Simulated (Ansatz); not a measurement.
Related cells compared by their density of states at the Fermi level.

Cell A: TaRu (CsCl type, Pm-3m), 2 atoms in the cell; this is a cell from a database of computed structures that this text hasn't matched to a measured one; spin state with r2SCAN: run without spin, k-point mesh 16×16×16 on the run's own vectors.
```
CELL_PARAMETERS angstrom
      3.15582     0.00000     0.00000
      0.00000     3.15582     0.00000
      0.00000     0.00000     3.15582
ATOMIC_POSITIONS crystal
  Ta 0.50000 0.50000 0.50000
  Ru 0.00000 0.00000 0.00000
```

Cell B: TaRu (P4/mmm), 2 atoms in the cell; this is a cell from a database of computed structures that this text hasn't matched to a measured one; spin state with r2SCAN: run without spin, k-point mesh 16×16×14 on the run's own vectors.
```
RuTa
1.0
    3.04367     0.00000     0.00000
    0.00000     3.04367     0.00000
    0.00000     0.00000     3.39485
Ta Ru
1 1
Direct
  0.50000   0.50000   0.50000
  0.00000   0.00000   0.00000
```

All numbers come from Ansatz (a quantum-chemistry and plane-wave program), plane waves with PAW, its default PAW set, cutoff 500 eV. The structures are at rest with r2SCAN. Neutral cells; Fermi-Dirac smearing of at most 0.10 eV in the solids, energies taken to zero width. The runs are scalar-relativistic, without spin-orbit coupling. A dispersion term ran beside these levels; it doesn't touch the electrons. Both spins, broadened by a Gaussian of 0.2 eV on the run's mesh.

Problem. Give the density of states at the Fermi level (states/eV per atom) at the level r2SCAN, cell by cell.

Solution. 
| cell | r2SCAN |
|---|---|
| A | 1.3 |
| B | 0.90 |

With r2SCAN the value of A exceeds that of B by 0.4 states/eV per atom.
